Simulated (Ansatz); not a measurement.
The starting structures come from a database of crystals and need not be the phases stable at ambient conditions.

By PBEsol, the system below comes out a metal.

```
CELL_PARAMETERS angstrom
      3.86978     0.00000     0.00000
      0.00000     3.86978     0.00000
      0.00000     0.00000     3.86978
ATOMIC_POSITIONS crystal
  Ta 0.00000 0.00000 0.00000
  Rh 0.00000 0.50000 0.50000
  Rh 0.50000 0.00000 0.50000
  Rh 0.50000 0.50000 0.00000
```

Space group of this cell: Pm-3m, Cu3Au type. The cell is taken as given; by PBEsol its mean pressure is -5.2 GPa.

The current runs along the normal of the first two printed vectors, the (001) plane. All runs by Ansatz (a first-principles code), plane waves and PAW, without spin-orbit coupling; the base is PBEsol.

| run | mean pressure (GPa) | G/A, both spins (10¹⁵ S/m²) |
|---|---|---|
| base | -5.2 | 0.78 |
| all lengths scaled by 0.98 | 13.6 | … |
| all lengths scaled by 1.02 | -18.9 | 0.75 |
| lengths across the current scaled by 0.98, ions clamped | 6.8 | 0.82 |
| lengths across the current scaled by 1.02, ions clamped | -14.7 | 0.75 |
| lengths along the current scaled by 0.97, ions clamped | 3.7 | 0.78 |
| lengths along the current scaled by 1.03, ions clamped | -12.4 | … |

### Question
Complete the blanks.

### Answer

- all lengths scaled by 0.98, G/A, both spins (10¹⁵ S/m²): 0.81
- lengths along the current scaled by 1.03, ions clamped, G/A, both spins (10¹⁵ S/m²): 0.79
